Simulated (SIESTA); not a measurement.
Input and output of a self-consistent single point for K2LiTaCl6 (Fm-3m, 10 atoms in the cell) (SIESTA).

Level of theory: LDA PW92, numerical atomic orbitals DZP, PseudoDojo LDA standard norm-conserving potentials (rewritten from UPF to PSML) (SIESTA).

```
CELL_PARAMETERS angstrom
      0.00000     5.12761     5.12761
      5.12761     0.00000     5.12761
      5.12761     5.12761     0.00000
ATOMIC_POSITIONS crystal
  K  0.75000 0.75000 0.75000
  K  0.25000 0.25000 0.25000
  Li 0.50000 0.50000 0.50000
  Ta 0.00000 0.00000 0.00000
  Cl 0.75441 0.24559 0.24559
  Cl 0.24559 0.75441 0.75441
  Cl 0.24559 0.75441 0.24559
  Cl 0.75441 0.24559 0.75441
  Cl 0.24559 0.24559 0.75441
  Cl 0.75441 0.75441 0.24559
```
Moments meant for the start (each program seeds them in its own way; μB, in the order of the atoms K K Li Ta Cl Cl Cl Cl Cl Cl): 0.0 0.0 0.0 1.0 0.0 0.0 0.0 0.0 0.0 0.0.

Reference input (self-consistent single point, DFT, GGA PBEsol, numerical atomic orbitals DZP, PseudoDojo PBEsol standard norm-conserving potentials (rewritten from UPF to PSML)): XC.functional = GGA; XC.authors = PBEsol; potentials = PseudoDojo PBEsol standard; PAO.BasisSize = DZP; PAO.EnergyShift = 0.01 Ry; MeshCutoff = 400 Ry; kgrid.MonkhorstPack = 3 3 3; OccupationFunction = MP; OccupationMPOrder = 0; ElectronicTemperature = 0.2 eV; Spin = polarized; PAO.Polarization.NonPerturbative = true. This run's input differs from it in these lines:

```diff
@@ -1,2 +1,2 @@
-# files in the folder: K.psml Li.psml Ta.psml Cl.psml (PseudoDojo PBEsol standard)
+# files in the folder: K.psml Li.psml Ta.psml Cl.psml (PseudoDojo LDA standard)
 SystemName  K2LiTaCl6
@@ -32,4 +32,4 @@
 
-XC.functional                GGA
-XC.authors                   PBEsol
+XC.functional                LDA
+XC.authors                   PW92
 PAO.BasisSize                DZP
```

Log, with long lists cut:

```
        iscf     Eharris(eV)        E_KS(eV)     FreeEng(eV)     dDmax    Ef(eV) dHmax(eV)
   scf:    1    -6262.121773    -6270.587420    -6270.734772  0.797390 -1.237489 20.274808
     spin moment: {S} , |S| = {        0.0        0.0    1.11037 }     1.11037
   scf:    2    -6284.760167    -6278.615200    -6278.761309  0.098382 -2.052958 11.624239
     spin moment: {S} , |S| = {        0.0        0.0    1.50405 }     1.50405
   scf:    3    -6283.240540    -6281.767780    -6281.901376  0.055607 -3.144129  2.947927
     spin moment: {S} , |S| = {        0.0        0.0    1.81778 }     1.81778
   [... lines left out ...]
     spin moment: {S} , |S| = {        0.0        0.0    1.99999 }     1.99999
   scf:   12    -6282.108056    -6282.108050    -6282.218752  0.000070 -3.665105  0.001163
     spin moment: {S} , |S| = {        0.0        0.0    1.99999 }     1.99999
   scf:   13    -6282.108068    -6282.108059    -6282.218752  0.000089 -3.665345  0.000322
     spin moment: {S} , |S| = {        0.0        0.0    1.99999 }     1.99999
   scf:   14    -6282.108059    -6282.108059    -6282.218752  0.000003 -3.665355  0.000386
     spin moment: {S} , |S| = {        0.0        0.0    1.99999 }     1.99999
SCF Convergence by DM+H criterion
max |DM_out - DM_in|         :     0.0000032520
max |H_out - H_in|      (eV) :     0.0003857496
SCF cycle converged after 14 iterations

Using DM_out to compute the final energy and forces

siesta: E_KS(eV) =            -6282.1081

siesta: E_KS - E_eggbox =     -6282.1081

siesta: Atomic forces (eV/Ang):
     1   -0.000000    0.000000   -0.000000
     2    0.000000    0.000000   -0.000000
     3   -0.000000    0.000000   -0.000000
     4   -0.000000    0.000000   -0.000000
     5   -0.496310    0.000000   -0.000000
     6    0.496310   -0.000000   -0.000000
     7    0.000000   -0.496310   -0.000000
     8   -0.000000    0.496310   -0.000000
     9   -0.000000   -0.000000   -0.496310
    10   -0.000000   -0.000000    0.496310
   Tot   -0.000000    0.000000    0.000000
   Max    0.496310
   [... lines left out ...]
siesta: FreeEng =     -6282.218752
siesta: Cell volume =        269.633712 Ang**3
siesta:         -57.76231150        -73.15086692  kBar
   [... lines left out ...]
     3    -0.367251    3.367251    0.001488  Li
     4     0.408299   12.591701    1.783250  Ta
     5    -0.036862    7.036862    0.032168  Cl
     6    -0.036862    7.036862    0.032168  Cl
     7    -0.036862    7.036862    0.032168  Cl
     8    -0.036862    7.036862    0.032168  Cl
     9    -0.036862    7.036862    0.032168  Cl
    10    -0.036862    7.036862    0.032168  Cl
 Total    -0.000000                1.999993
```

The run converged in 14 iterations. Against the reference run the pressure goes from -3.89 to -5.78 GPa, the largest force goes from 0.387 to 0.496 eV/Å and the size of the net moment stays at 0.20 μB/atom.

The starting cell comes from a database of computed structures (which also holds hypothetical and non-ambient phases and stackings), without a prior relaxation at this level. Its lattice was rescaled by a random factor within 2.5 % of one. With one magnetic atom in the cell only a parallel order is possible. Values carry the incompleteness of an atom-centred basis. With a pressure of about -6 GPa the cell is away from its equilibrium volume at this level.

Cost on one core of a shared machine: roughly 2 min.
